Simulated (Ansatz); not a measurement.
## Ansatz run on Mg₂Zn (C2/m, 6 atoms in the cell): self-consistent single point

Level of theory: LDA (PW92), default PAW files made with PBE (plane waves; Ansatz, a program for electronic structure).

The input file:

Ansatz 0.2 input:
```yaml
crystal:
  lattice:
    - [5.581140, -1.554995, 0.000000]
    - [5.581140, 1.554995, 0.000000]
    - [-2.030643, 0.000000, 6.886749]
  atoms:
    - { symbol: Mg, position: [0.857290, 0.857290, 0.963670] }
    - { symbol: Mg, position: [0.142710, 0.142710, 0.036330] }
    - { symbol: Mg, position: [0.469820, 0.469820, 0.683940] }
    - { symbol: Mg, position: [0.530180, 0.530180, 0.316060] }
    - { symbol: Zn, position: [0.196550, 0.196550, 0.638320] }
    - { symbol: Zn, position: [0.803450, 0.803450, 0.361680] }
basis:
  ecutwfc: 420.0 eV
kpoints:
  mp_grid: { grid: [9, 9, 4] }
hamiltonian:
  xc: lda
  pseudopotentials: { kind: paw }
scf:
  occupations: { method: methfessel_paxton, width: 0.272 eV }
output:
  forces: true
  eigenvalues: true
  stress: true
```

Output, abridged:

```
WARN ansatz: RAYON_NUM_THREADS=1 ignored (pool sized by the plan → 1); use --threads N
Pseudopotentials: kind: paw
Pseudopotential: Mg, paw, valence charge 10
Pseudopotential: Zn, paw, valence charge 12
Crystal: 6 atoms, lattice volume = 119.535 Å³
Basis set: ecut = 420 eV, 2323 PW (Γ)
Bands: 39, of which v1, the nominal top of the filled ones, is band 32 counted from 1 (31 counted from 0)
Symmetry: 4 space group operations
Space group: C2/m (ITA 12), of the structure as read, at distance tolerance 4.9e-5 Å
k-points: 95 of 324
PAW frozen core: Mg, regenerated for the run's functional, and the local potential with it
PAW frozen core: Zn, regenerated for the run's functional, and the local potential with it
Initial density: superposition of atomic densities (neutral atoms: chi_scale 0, normalization atom), corrected by the library's trained network
Initial wavefunctions: pseudopotential atomic-orbital guess
Eigensolver: davidson
Functional: x = slater, c = lda
SCF iter   1: F=—  HF=-14098.733347 eV  |F-HF|=—  |Δ(HF+E_count)|=         —  Δρ=6.66e-3  dr2=4.18e-2  ethr=1.77e-3  ⟨swp⟩=9.0  Hψ=16012  notcnv=0
all-band conjugate gradients solve this SCF's bands
preconditioner: auto → Kerker (q_TF=auto, 2.459 Å⁻¹)
SCF iter   2: F=—  HF=-14098.713550 eV  |F-HF|=—  |Δ(HF+E_count)|=   1.98e-2  S|Δr|=    0.00e0  Δρ=2.88e-3  dr2=1.43e-2  ethr=6.53e-5  ⟨swp⟩=2.0  Hψ=6222  notcnv=0
SCF iter   3: F=—  HF=-14098.710235 eV  |F-HF|=—  |Δ(HF+E_count)|=   3.32e-3  S|Δr|=    0.00e0  Δρ=9.55e-4  dr2=2.04e-3  ethr=2.24e-5  ⟨swp⟩=3.0  Hψ=6564  notcnv=0
SCF iter   4: F=—  HF=-14098.710061 eV  |F-HF|=—  |Δ(HF+E_count)|=   1.74e-4  S|Δr|=    0.00e0  Δρ=7.80e-4  dr2=5.04e-4  ethr=3.19e-6  ⟨swp⟩=2.0  Hψ=5118  notcnv=0
SCF iter   5: F=—  HF=-14098.709761 eV  |F-HF|=—  |Δ(HF+E_count)|=   3.00e-4  S|Δr|=    0.00e0  Δρ=1.07e-4  dr2=2.23e-5  ethr=7.87e-7  ⟨swp⟩=2.0  Hψ=5102  notcnv=0
SCF iter   6: F=—  HF=-14098.709773 eV  |F-HF|=—  |Δ(HF+E_count)|=   1.11e-5  S|Δr|=    0.00e0  Δρ=3.32e-5  dr2=2.30e-6  ethr=3.48e-8  ⟨swp⟩=2.7  Hψ=6126  notcnv=0
SCF iter   7: F=-14098.709772 eV  HF=-14098.709772 eV  |F-HF|=1.05e-8  |Δ(HF+E_count)|=   4.94e-7  S|Δr|=    0.00e0  Δρ=5.97e-6  dr2=5.31e-8  ethr=1.56e-10  ⟨swp⟩=7.0  Hψ=17374  notcnv=0
SCF 1 converged in 7 iterations: F = -14098.709772 eV  dr2 = 5.31e-8
SCF converged after 7 iterations
Stability not checked (fill_not_monotonic)
Free energy (F): -14098.709772 eV
Harris-Foulkes:  -14098.709772 eV  (|F-HF|=1.05e-8)
Internal energy: -14098.709805 eV  (E = F + TS)
E sigma→0 (E₀):  -14098.709780 eV
Entropy (-TS):   0.000033 eV (0.006 meV/atom)
Fermi energy:    6.848200 eV
--- Per-component energies (eV) ---
  E_band       = -1370.738659
  E_kinetic    = 563.749993
  E_local      = -9749.892838  (includes V_loc(G=0)·N_el)
  E_nonlocal   = 1612.561857
  E_hartree    = 3679.081056
  E_xc         = -384.452515
  E_vxc        = -254.309168  (∫ρ·V_xc dr)
  E_paw        = -4591.569332  (= ΣΔE_a)
  E_vpaw       = -901.019657  (= ΣTr[D̂ρ^β])
  E_aug_tail   = -0.000717  (compensation charges beyond the density's cutoff)
  E_ewald      = -5231.903510
  E_core_change = 3.716200  (= ΣΔE_core)
  E_smearing   = 0.000033  (= −TS)
  E_closure    = -0.000000  (closes the sum)
  Σ components = -14098.709772   (vs F -14098.709772, Δ=0.00e0)
--- Forces (eV/Å), atoms counted from 1 ---
  atom   1  Mg    -0.09227073     0.00000000    -0.10766319
  atom   2  Mg     0.09227073    -0.00000000     0.10766319
  atom   3  Mg    -0.01328085     0.00000000    -0.11735021
  atom   4  Mg     0.01328085    -0.00000000     0.11735021
  atom   5  Zn     0.04218392     0.00000000    -0.03259735
  atom   6  Zn    -0.04218392    -0.00000000     0.03259735
  max |Σ_I F_I| component: 6.94e-18 eV/Å
--- Stress (GPa, compression-positive) ---
       -4.782222       0.000000      -1.040675
        0.000000      -2.612851       0.000000
       -1.040675       0.000000      -3.532716
  P = ⅓ Tr σ = -3.6426 GPa (-36.426 kbar)
  The stress holds the Pulay correction. Without it, at fixed plane waves, as pw.x and ABINIT print it: P = -3.6551 GPa
--- Band table (eV; the first three rows and the last of 95) ---
  k-point 0: bands = ["-68.4775", "-68.4755", "-68.4131", "-68.4101", "-35.9256", "-35.9019", "-35.8980", "-35.8964", "-35.8923", "-35.8900", "-35.8584", "-35.8346", "-35.8315", "-35.8306", "-35.8261", "-35.8239", "-1.1333", "-0.5705", "-0.4987", [...]
  k-point 1: bands = ["-68.4775", "-68.4755", "-68.4131", "-68.4101", "-35.9254", "-35.9022", "-35.8984", "-35.8959", "-35.8922", "-35.8901", "-35.8580", "-35.8348", "-35.8315", "-35.8307", "-35.8261", "-35.8239", "-0.9599", "-0.5703", "-0.4984", [...]
  k-point 2: bands = ["-68.4775", "-68.4756", "-68.4131", "-68.4101", "-35.9253", "-35.9025", "-35.8987", "-35.8956", "-35.8920", "-35.8902", "-35.8576", "-35.8350", "-35.8315", "-35.8307", "-35.8261", "-35.8239", "-0.6768", "-0.5713", "-0.4925", [...]
  k-point 94: bands = ["-68.4773", "-68.4754", "-68.4121", "-68.4108", "-35.9250", "-35.9016", "-35.8984", "-35.8954", "-35.8949", "-35.8929", "-35.8484", "-35.8381", "-35.8334", "-35.8330", "-35.8293", "-35.8275", "-0.5290", "-0.4965", "-0.4566", [...]
```

The run converged in 7 iterations.

The starting cell comes from a database of computed structures (which also holds hypothetical and non-ambient phases and stackings), without a prior relaxation at this level. With a pressure of about -4 GPa the cell is away from its equilibrium volume at this level. Ansatz's pressure includes its estimate of the finite-basis (Pulay) stress.
